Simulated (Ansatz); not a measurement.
# A constructed model of the (000-1) surface of 4H silicon carbide, C-terminated, (√3x√3)R30° Si adatom at T4 (bottom of the slab: 3 H on 3 bottom sites)

Calculation: r2SCAN, at the PBE geometry and the start's symmetry (plane waves to 500 eV, PAW; Ansatz, an electronic-structure program).

Set-up: 28 atoms, 11.4 Å thick at the start with caps and adatoms (thin: gaps and levels are the slab's own); mesh 6x6x1; 0.025 eV smearing; dipole correction on; single point; on the structure that PBE left under its start's symmetry; spin-polarised, ending with about 1.0 μB a cell; orders that need a larger cell were not tried, no spin-orbit, no U. The program's check for a lower electronic state was not made. In PBE it lies 0.04 eV a 1x1 cell over the lowest computed structure of the same composition ((√3x√3)R30° Si adatom at H3).

```json
{
 "gap_of_the_slab_on_its_k_mesh": "0.97 eV",
 "highest_filled_level_below_the_top_vacuum_level": "5.21 eV",
 "magnetic_moment_of_the_cell": "1.00 μB",
 "cost": "roughly 100 core-seconds"
}
```
